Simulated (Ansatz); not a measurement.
The starting structures come from a database of crystals and need not be the phases stable at ambient conditions.

By PBEsol, the system below comes out a metal.

Crystal: Zr2AlC (P6_3/mmc, not sure to be the ambient phase, 8 atoms a cell, 17.4 Å³ an atom, -4 GPa at this level); planes in its conventional cell.

All values below come from PBEsol (plane waves, PAW; Ansatz, a program for electronic structure).

Ballistic conductance counts the channels of both spins, as a mean over 0.1 eV about the Fermi level; spin-orbit coupling is left out.

```csv
plane,area (Å²),G/A (10¹⁵ S/m²)
(110),83.8,0.44
(001),9.5,(withheld)
```

Task: What belongs in the gaps?

Result: 
- (001), G/A (10¹⁵ S/m²): 0.18
